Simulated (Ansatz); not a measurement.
Candidates (primitive cells; geometry: relaxed with this functional, without spin-orbit coupling):
A. ScCu (Pm-3m), a = 3.2104 Å, b = 3.2104 Å, c = 3.2104 Å, α = 90.00°, β = 90.00°, γ = 90.00°
B. LaCu$_{2}$ (P6/mmm), a = 4.268 Å, b = 4.268 Å, c = 3.765 Å, α = 90.00°, β = 90.00°, γ = 120.00°
C. CuZn (Pm-3m), a = b = c = 2.907 Å, α = β = γ = 90.00°
D. Cu (Fm-3m), a = b = c = 2.5205 Å, α = β = γ = 60.00°

Question: Order them by mean free path at 300 K (lowest first) at the level PBEsol, DFPT electron-phonon coupling, linearised Boltzmann equation (Ansatz, an electronic-structure program).

Answer: A (4.6 nm), B (6.6 nm), C (17.1 nm), D (40 nm)

Metals; harmonic phonons alone scatter; means over directions. The mean free path is weighted by the current that each state carries. Halving the electron mesh moves these values by up to 8 %; q meshes are mostly untested. Spin-orbit coupling is left out.

Formula and space group known from diffraction (Crystallography Open Database), not checked to be the room-temperature form: LaCu2 (P6/mmm), ScCu (Pm-3m).
